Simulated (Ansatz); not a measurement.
## InP: energy against strain

InP (zinc blende, F-43m, 25.392 Å³/atom at rest, cube axes along x, y and z) under a strain ε along a cube axis (axis z), the other axes held. PBEsol in Ansatz, a plane-wave DFT program (PAW, default set), 420 eV, 10×10×10 Γ-centred mesh, Fermi-Dirac smearing 0.05 eV; ions are relaxed within the symmetry of each cell.

Here s stands for strain and y for E less E0.

| strain (%) | E less E0 (meV/atom) |
|---|---|
| -1.50 | 1.70 |
| -1.00 | 0.75 |
| -0.50 | 0.19 |
| 0.00 | 0.00 |
| 0.50 | 0.19 |
| 1.00 | 0.75 |
| 1.50 | 1.68 |
| 3.00 | ? |

Fit y of the 7 rows that show it with a parabola. Least squares gives y = 0.001 - 0.0043·s + 0.7505·s². Residuals (row less fit): 0.004, -0.006, -0.001, -0.001, 0.004, 0.003, -0.003; standard error 0.004 (degrees of freedom: 4). Twice the quadratic coefficient over the volume, 2 × 0.7505 meV × 10⁴ × 0.1602 / 25.392 Å³, is the elastic constant C11 = 95 ± 0.2 GPa.

Question: What does the fit predict for y at s = 3.00, and how far is the calculated value from it?

Answer: y = 0.001 - 0.0043 × 3.0 + 0.7505 × 3.0² = 6.743 meV/atom. The calculation gives 6.62 meV/atom, 0.123 meV/atom below the prediction (1.9 % of the range of y in the table). The row lies outside the fitted rows, so this is an extrapolation. The fitted rows scatter only by rounding.

One order more, fitted to all 13 runs of the series, follows each within 0.01, so the miss is the next term of a smooth law. Rows are the converged runs of the series near zero and its far end; series whose fitted rows scatter by over a few per cent of the range, as at a crossing or softening among them, aren't shown in this form. Most that stay on the fit to the last digits aren't either.
